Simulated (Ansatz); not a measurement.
YN: response to strain

Base system: YN in the rock salt structure (space group Fm-3m, No. 225; a = 4.8562 Å). Axes: x, y, z lie along the cube axes.

Strains are applied to the cell and any free atomic positions relax; under biaxial strain the out-of-plane vector relaxes too.

Computed with PBEsol/PAW in Ansatz (a program for electronic structure), no SOC.

Candidates:
(a) strain tensor (xx, yy, zz, yz, xz, xy) = (−0.54, −1.53, −1.18, +0.25, +1.31, −1.12) %
(b) biaxial strain −1.87 %, plane normal [001], relaxed out of plane
(c) biaxial strain −0.18 %, plane normal [001], relaxed out of plane
(d) biaxial strain −3.07 %, plane normal [001], relaxed out of plane

Notes on the quantities. energy relative to the base: free energy F.

Problem. Order them by energy relative to the base, lowest first.

Solution. (c) biaxial strain −0.18 %, plane normal [001], relaxed out of plane (+0.1 meV/atom), (b) biaxial strain −1.87 %, plane normal [001], relaxed out of plane (+13 meV/atom), (a) strain tensor (xx, yy, zz, yz, xz, xy) = (−0.54, −1.53, −1.18, +0.25, +1.31, −1.12) % (+16 meV/atom), (d) biaxial strain −3.07 %, plane normal [001], relaxed out of plane (+37 meV/atom)

The mesh was chosen for an insulator and is coarse for the gapless case. No phonon test of stability was made. All final runs are without spin polarisation.
